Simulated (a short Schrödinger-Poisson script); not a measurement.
## Gated In0.52Al0.48As/In0.53Ga0.47As δ-doped gas in a quantum well

System: gated In0.52Al0.48As/In0.53Ga0.47As δ-doped gas in a quantum well, at 300 K.

```tsv
layer	material	thickness (nm)	Na (cm⁻³)
1	In0.52Al0.48As	10	-
2	In0.52Al0.48As	3	-
3	In0.53Ga0.47As	6	-
4	In0.52Al0.48As	4000	3e14
```

The device is made up for the run: typed textbook-type constants, with dimensions and the other settings drawn at random. In0.52Al0.48As: permittivity 12.5, conduction-band edge (eV) 0.52, gap (eV) 1.45, electron mass (mₑ) 0.075, Nv at 300 K (cm⁻³) 1.1e19. In0.53Ga0.47As: permittivity 13.9, conduction-band edge (eV) 0, gap (eV) 0.74, Nv at 300 K (cm⁻³) 7.7e18.

Channel valleys (confinement mass, in-plane density-of-states mass, number): Γ 0.041, 0.041, 1. At the gate the conduction-band edge of layer 1 lies 0.65 eV − eVg above the Fermi level of the channel; the field vanishes at the back. Sheet of ionised δ-doping: +4.1e12 e/cm² at 10 nm from the gate. The barrier under the gate holds no holes. Gaps are held at their typed values at every temperature. Mesh 0.08 nm at interfaces.

From a short Schrödinger-Poisson script (our own, NumPy): 1D Poisson equation in equilibrium, electrons quantum, Hartree plus LDA exchange-correlation (BenDaniel-Duke, 40 states a valley, the channel's in-plane mass for all, wave functions free to enter the barrier), parabolic valleys, classical holes, full ionisation, no traps, pinning or gate leakage.

```tsv
Vg (V)	electrons (cm⁻²)	in the channel layer	C (μF/cm²)	Γ E0 (meV)	Γ E1 (meV)
0.4	2.86e12	2.64e12	0.614	-166.6	109.8
0.35	2.67e12	2.47e12	0.611	-155.6	124.2
0.3	2.48e12	2.29e12	0.608	-144.6	137.9
0.25	2.29e12	2.12e12	0.607	-133.6	151.1
0.2	2.10e12	1.95e12	0.605	-122.5	164.0
0.15	1.91e12	1.78e12	0.604	-111.4	176.6
0.1	1.73e12	1.60e12	0.602	-100.3	189.2
0.05	1.54e12	1.43e12	0.600	-89.1	201.7
0	1.35e12	1.26e12	0.597	-77.7	214.2
-0.05	1.17e12	1.09e12	0.593	-66.2	226.7
-0.1	9.83e11	9.17e11	0.588	-54.4	239.5
-0.15	8.02e11	7.48e11	0.579	-42.2	252.7
-0.2	6.23e11	5.82e11	0.565	-29.1	266.6
-0.25	4.51e11	4.21e11	0.540	-14.8	281.8
-0.3	2.89e11	2.70e11	0.494	2.1	299.2
-0.35	1.49e11	1.39e11	0.401	23.7	321.2
-0.4	5.08e10	4.74e10	0.227	54.5	352.2
-0.45	1.01e10	9.42e9	0.0655	97.5	395.0
```

Subbands count from the Fermi level.
